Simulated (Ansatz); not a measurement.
The starting structures come from a database of crystals and need not be the phases stable at ambient conditions.

 Where the default PAW files enter, the runs use the earlier of Ansatz's two default sets.

By PBEsol, the system below comes out a metal.

A figure of merit of an interconnect metal is its ballistic conductance per area.

Input:

```xyz
8
Lattice="2.9907 0.0000 0.0000 -1.4954 2.5901 0.0000 0.0000 0.0000 11.4614" Properties=species:S:1:pos:R:3 pbc="T T T"
Nb     1.4954     0.8634    10.0534
Nb     0.0000     1.7267     1.4080
Nb     0.0000     1.7267     4.3227
Nb     1.4954     0.8634     7.1387
N      0.0000     0.0000     0.0000
N      0.0000     0.0000     5.7307
N      1.4954     0.8634     2.8653
N      0.0000     1.7267     8.5960
```

Space group of this cell: P6_3/mmc. The cell is taken as given; by PBEsol its mean pressure is -14.0 GPa.

The current flows along the normal of the first two printed cell vectors, the (001) plane of the conventional cell. No spin-orbit coupling; the value is a mean over 0.1 eV about the Fermi level.

Task: Estimate the ballistic conductance per area that PBEsol in Ansatz (a first-principles code) returns for this system.

Result: 0.53 × 10¹⁵ S/m² for both spins.
